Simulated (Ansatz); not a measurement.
# What biaxial strain +1.67 %, plane normal [111], relaxed out of plane does to C

The parent structure is C in the diamond structure (space group Fd-3m, No. 227; a = 3.560 Å). Axes: x, y, z lie along the cube axes.

The change: tensile biaxial strain of 1.67 % in the plane normal to [111], as in epitaxy on a mismatched substrate; the out-of-plane cell vector and the atoms relax.

Method: r2SCAN (Ansatz, a first-principles code), no spin-orbit coupling. Γ-centred 16×16×16 mesh, Fermi–Dirac width 0.05 eV.

| quantity | base | changed | shift |
|---|---|---|---|
| volume per atom | 5.64 Å³ | 5.82 Å³ | +0.18 Å³ |
| space group | Fd-3m (No. 227) | R-3m (No. 166) | – |
| shortest interatomic distance | 1.542 Å | 1.540 Å | -0.002 Å |
| energy relative to the base (free energy F) | 0 meV/atom | +12 meV/atom | +12 meV/atom |
| pressure (mean of the normal stresses, compression positive) | 0.01 GPa | -13.25 GPa | -13.26 GPa |
| band gap | 4.36 eV | 4.27 eV | -0.09 eV |
| gap character | – | indirect, Γ → F–Γ (26 % along) | – |
| smallest direct gap | 5.90 eV | 5.63 eV | -0.27 eV |
| valence-band top at Γ (three highest levels, from the VBM) | 0.00, 0.00, 0.00 eV | 0.00, -0.01, -0.01 eV | – |
| valley order (the lowest conduction-band minima on the path, energy above the VBM, named in the base's zone) | a point along ⟨100⟩, about 1.3 Å⁻¹ from Γ 4.36 eV | a point along [001], about 1.3 Å⁻¹ from Γ 4.27 eV; Γ 5.63 eV | – |
| out-of-plane strain | – | -0.16 % | – |
| ratio −ε⊥/ε∥ | – | 0.09 | – |
| mean in-plane stress (compression positive) | – | -19.9 GPa | – |

Whether these cells are dynamically stable was not tested. Labels are those of the standard path for the cell's own space group.
